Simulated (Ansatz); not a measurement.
What pressure 0.7 GPa does to Ta2C

Start from Ta₂C (space group P-3m1, No. 164; a = 3.095 Å, c = 4.922 Å).

Modification: cell and atoms relaxed at a pressure of 0.7 GPa.

All numbers come from DFT with PBEsol, PAW potentials and a 420 eV plane-wave cutoff in Ansatz (a program for electronic structure), scalar-relativistic without spin-orbit coupling. Γ-centred 17×17×10 mesh, Fermi–Dirac width 0.05 eV.

| quantity | base | changed | shift |
|---|---|---|---|
| volume per atom | 13.61 Å³ | 13.57 Å³ | -0.035 Å³ |
| lattice parameter a | 3.095 Å | 3.092 Å | -0.003 Å |
| c/a ratio | 1.590 | 1.590 | 0.000 |
| shortest interatomic distance | 2.178 Å | 2.176 Å | -0.0014 Å |
| enthalpy H = E + PV relative to the base's energy | – | +0.06 eV/atom | – |
| band gap | zero | zero | – |

Final structure:

```xyz
3
Lattice="3.0922 0.0000 0.0000 -1.5461 2.6779 0.0000 0.0000 0.0000 4.9175" Properties=species:S:1:pos:R:3 pbc="T T T"
Ta     0.0000     1.7853     1.2449
Ta     1.5461     0.8926     3.6727
C      0.0000     0.0000     0.0000
```

Cost of the whole job for the changed cell (relaxation, final SCF and bands): roughly 80 core-seconds.

Load acts through the strain it causes; cell and atoms are relaxed under it. Stability against distortions was not tested. The final runs are not spin-polarised.
